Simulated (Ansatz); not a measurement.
Consider GaN in the zinc blende structure (space group F-43m, No. 216).

```xyz
2
Lattice="0.0000 2.2490 2.2490 2.2490 0.0000 2.2490 2.2490 2.2490 0.0000" Properties=species:S:1:pos:R:3 pbc="T T T"
N      3.3736     3.3736     3.3736
Ga     0.0000     0.0000     0.0000
```

Level of theory: Kohn–Sham DFT with the PBEsol functional, run in Ansatz (a first-principles code) with PAW and 420 eV plane waves, without spin-orbit coupling.

Carriers are added at fixed cell with a uniform background; the Fermi–Dirac width is that of 300 K.

One change was made to it. Results:

| quantity | base | after |
|---|---|---|
| Fermi level relative to the doped band's edge (positive inside the band; to 0.05 eV) | – | +1.25 eV |
| gap between the host's bands | 1.70 eV | 1.69 eV |
| gap character | direct at Γ | direct at Γ |

Task: What was done to the base?
A) holes 2.0×10^22 cm⁻³
B) electrons 1.0×10^21 cm⁻³
C) holes 7.0×10^20 cm⁻³
D) holes 5.0×10^20 cm⁻³
E) electrons 5.0×10^20 cm⁻³

Result: B, electrons 1.0×10^21 cm⁻³. For comparison, the Fermi level from band edge in the other runs: holes 5.0×10^20 cm⁻³ gives +0.05 eV; holes 2.0×10^22 cm⁻³ gives +0.80 eV; holes 7.0×10^20 cm⁻³ gives +0.10 eV; electrons 5.0×10^20 cm⁻³ gives +0.90 eV.

Charged cell with a jellium background: band edges are those of the host's band count, energies are not comparable with the neutral cell, and many-body gap narrowing is missing. No phonon test of stability was made. This is not the structure that GaN has at room temperature and ambient pressure.
